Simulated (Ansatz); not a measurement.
Reference: CsH (Fm-3m), PBEsol, rigid bands (plane waves, PAW, scalar-relativistic; Ansatz, a first-principles code); geometry: cell and atoms relaxed with PBEsol.

Space group Fm-3m (No. 225); a = 6.2542 Å, b = 6.2542 Å, c = 6.2542 Å, α = 90.00°, β = 90.00°, γ = 90.00°

```
atom  site  symmetry       x       y       z
----  ----  --------  ------  ------  ------
Cs      4a      m-3m  0.0000  0.0000  0.0000
H       4b      m-3m  0.5000  0.5000  0.5000
```
(The calculation used a cell of 2 atoms; values per cell refer to that cell.)

- band gap: 2.07 eV
- electron conductivity mass: 0.46 mₑ
- hole conductivity mass: 0.69 mₑ
- Seebeck coefficient, n-type 1e19 cm⁻³: -313 μV/K

**Question.** Replace Cs by Na on the same sites and relax. What happens?

**Answer.** NaH (Fm-3m): volume per atom 30.6 to 13.8 Å³; band gap rises (2.07 eV to 3.61 eV); electron conductivity mass stays about the same (0.46 mₑ to 0.47 mₑ); hole conductivity mass rises (0.69 mₑ to 1.44 mₑ); Seebeck coefficient, n-type 1e19 cm⁻³ rises in size (-313 μV/K to -351 μV/K).

**Question.** Replace Cs by Li on the same sites and relax. What happens?

**Answer.** LiH (Fm-3m): volume per atom 30.6 to 7.9 Å³; band gap rises (2.07 eV to 2.73 eV); electron conductivity mass falls (0.46 mₑ to 0.28 mₑ); hole conductivity mass falls (0.69 mₑ to 0.40 mₑ); Seebeck coefficient, n-type 1e19 cm⁻³ stays about the same (-313 μV/K to -298 μV/K).

Moves up to 5 % count as about the same. Masses are for dilute carriers at 300 K, harmonic means over directions unless an axis is named. Seebeck coefficients are for the stated density at 300 K, with one relaxation time for all states and whether or not that doping can be reached. Spin-orbit coupling is left out.

Formula and space group known from diffraction (Crystallography Open Database), not checked to be the room-temperature form: CsH (Fm-3m).
